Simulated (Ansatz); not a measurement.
Cells marked so need not be the phases stable at ambient conditions, and some may be hypothetical.

The gap is the functional's own, uncorrected, and κ follows it; spin-orbit coupling is left out. Mid-gap values are interpolated between the computed energies.

A. K₂NaInF₆ (Fm-3m, not sure to be the ambient phase, 10 atoms a cell, 16.6 Å³ an atom, -3 GPa at this level), along the normal of (111)
B. VAg₃O₄ (I-42m, not sure to be the ambient phase, 8 atoms a cell, 15.1 Å³ an atom, -2 GPa at this level), along the normal of (001)
C. YOF (P4/nmm, not sure to be the ambient phase, 6 atoms a cell, 13.3 Å³ an atom, -2 GPa at this level), along the normal of (111)

Task: Rank these by mid-gap decay constant of the slowest evanescent state (highest first), as Ansatz (a quantum-chemistry and plane-wave program) with PBEsol gives it.

Result: A (0.48 1/Å), C (0.39 1/Å), B (0.17 1/Å)
